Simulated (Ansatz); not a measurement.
Consider ScCuO$_{2}$ (space group P6_3/mmc, No. 194; a = 3.2029 Å, c = 11.2843 Å). Axes: x lies along a and z along c of the hexagonal cell.

The values are results of Ansatz (a quantum-chemistry and plane-wave program) PBEsol, scalar-relativistic without spin-orbit coupling, not measurements.

For the base:

- Shortest interatomic distance: 1.811 Å

Perturbation: the cell is stretched by 1.50 % along z with no lateral relaxation; the atoms relax in the strained cell.

Task: Predict the new stress.

Result: The stress (xx, yy, zz, yz, xz, xy; compression positive) comes out as (-1.53, -1.53, -5.68, 0.00, 0.00, 0.00) GPa.

Task: Predict the new shortest interatomic distance.

Result: The shortest interatomic distance increases by 0.0201 Å (1.811 Å → 1.832 Å).

Whether these cells are dynamically stable was not tested. No Hubbard U is applied. All final runs are without spin polarisation.
